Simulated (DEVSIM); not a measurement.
Structure: W/SiO2/p-GaAs capacitor, at 300 K.

Layer 1 from the left is SiO2, thickness (nm) 1.10. Layer 2 from the left is GaAs, thickness (nm) 2700, Na (cm⁻³) 2.8e15.

Metal gate on the left, work function 4.6 eV. Fixed charge at the semiconductor interface 0 cm⁻² (in units of +e); no interface traps.

The device is made up for the run: typed textbook-type constants, with dimensions and the other settings drawn at random. Values at 300 K.

SiO2: gap (eV) 9, affinity (eV) 0.9, permittivity 3.9. GaAs: gap (eV) 1.424, affinity (eV) 4.07, permittivity 12.9, Nc (cm⁻³) 4.7e17, Nv (cm⁻³) 9e18.

Question: Estimate by hand the flat-band voltage, the threshold voltage, and compare with a numerical solution.

Answer: 
- Flat-band voltage: C = 3.14 μF/cm², work-function difference -0.685 V; VFB = φms − qNf/C = -0.69 V; numerical -0.69 V.
- Threshold voltage: φF = 0.541 V, depletion charge √(4εqNφF) = 3.33e-8 C/cm²; VT = VFB + 2φF + Qd/C = 0.41 V; numerical 0.41 V.

Simulated with DEVSIM: 1D Poisson equation in equilibrium, Boltzmann statistics, complete ionisation; no quantum confinement or tunnelling. Metal contacts follow the ideal Schottky-Mott rule: no Fermi-level pinning, no interface dipoles.
